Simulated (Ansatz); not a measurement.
The parent structure is Ca in the fcc (Cu type) structure (space group Fm-3m, No. 225; a = 5.569 Å).

Calculations: Ansatz (a first-principles code), r2SCAN, PAW, cutoff 500 eV, scalar-relativistic without spin-orbit coupling, earlier PAW set.

For the base:

```
Quantity                  Result
-------------------  -----------
Lattice parameter a  10.523 bohr
```

One thing is altered: Sc takes the place of Ca on all its sites, then cell and atoms are relaxed.

Tabulated Pauling electronegativity and covalent radius: Ca 1.00, 1.76 Å; Sc 1.36, 1.70 Å.

### Question
What happens to the lattice parameter a?

### Answer
The lattice parameter a drops by 1.735 bohr to 8.788 bohr.

Whether these cells are dynamically stable was not tested. The final runs are not spin-polarised. This is not the structure that Sc has at room temperature and ambient pressure.
